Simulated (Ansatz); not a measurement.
BN: element substitutions

Take BN in the zinc blende structure (space group F-43m, No. 216; a = 3.605 Å) as the base.

Each row replaces one element on all its sites; cell and atoms are relaxed.

Levels (all Ansatz, a quantum-chemistry and plane-wave program, PAW, earlier PAW set): PBEsol (420 eV, spin-orbit coupling left out); r2SCAN (500 eV, scalar-relativistic without spin-orbit coupling); PBEsol+SOC (420 eV, noncollinear with spin-orbit coupling).

Band gaps by level, all at the geometries relaxed with PBEsol:

```csv
case,PBEsol,r2SCAN,PBEsol+SOC
base,4.29 eV,5.00 eV,4.29 eV
B → Be,zero,zero,zero
B → Ge,zero,zero,zero
B → Al,3.19 eV,(withheld),3.19 eV
```

### Question
Some entries are withheld; estimate them.

### Answer

- B → Al, r2SCAN: 3.93 eV

Single points use the geometry relaxed with PBEsol. The spin-orbit shifts are approximate. Stability against distortions was not tested. As relaxed here, BeN and GeN are hypothetical phases, not in the database extracts checked. The runs without spin-orbit coupling are not spin-polarised. An odd electron count without spin: BeN and GeN. This is not the structure that AlN has at room temperature and ambient pressure.
